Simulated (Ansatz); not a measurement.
Consider InP in the zinc blende structure (space group F-43m, No. 216; a = 5.960 Å).

Calculations: Ansatz (a quantum-chemistry and plane-wave program), PBE, PAW, cutoff 420 eV, spin-orbit coupling left out.

Strains are applied to the cell and any free atomic positions relax.

One change was made to it. Results:

| quantity | base | after |
|---|---|---|
| valley order (the lowest conduction-band minima on the path, energy above the VBM, named in the base's zone) | Γ 0.44 eV; L along ⟨111⟩ 1.38 eV; X along ⟨100⟩ 1.85 eV | Γ 0.04 eV; L along ⟨111⟩ 1.20 eV; X along ⟨100⟩ 1.96 eV |
| energy relative to the base (free energy F) | 0 meV/atom | +25 meV/atom |

Task: Which change produced these results?
A) isotropic strain +2.50 %
B) isotropic strain −3.00 %
C) isotropic strain −2.50 %
D) isotropic strain +0.50 %

Result: A, isotropic strain +2.50 %. For comparison, the valley order in the other runs: isotropic strain −2.50 % gives Γ 0.86 eV; L along ⟨111⟩ 1.57 eV; X along ⟨100⟩ 1.72 eV; isotropic strain +0.50 % gives Γ 0.36 eV; L along ⟨111⟩ 1.35 eV; X along ⟨100⟩ 1.87 eV; isotropic strain −3.00 % gives Γ 0.94 eV; L along ⟨111⟩ 1.60 eV; X along ⟨100⟩ 1.69 eV.

The levels and masses belong to the bands next to the band gap. Stability against distortions was not tested. The final runs are not spin-polarised.
